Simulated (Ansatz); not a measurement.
Start from ZnS in the zinc blende structure (space group F-43m, No. 216; a = 5.357 Å). Axes: x, y, z lie along the cube axes.

Computed with plane-wave PAW DFT at the PBEsol level (Ansatz, a program for electronic structure, 420 eV), without spin-orbit coupling.

One thing is altered: the cell is scaled by 1.0200 in all directions, atoms relaxed at fixed cell.

Question: Predict the stress tensor and what it implies for the stiffness.

Answer: Stress of the strained cell less that of the base (GPa, compression positive):
```
  -4.11    0.00    0.00
   0.00   -4.11    0.00
   0.00    0.00   -4.11
```

Then B = −ΔP/(ΔV/V₀) with ΔV/V₀ = 0.0612 gives secant stiffness values (nonlinear terms included at this strain): B ≈ 67 GPa.

As a check, the harmonic strain energy −½ V₀ Δσ:ε is 15 meV/atom; the computed energy rise is 16 meV/atom.

Stability against distortions was not tested.
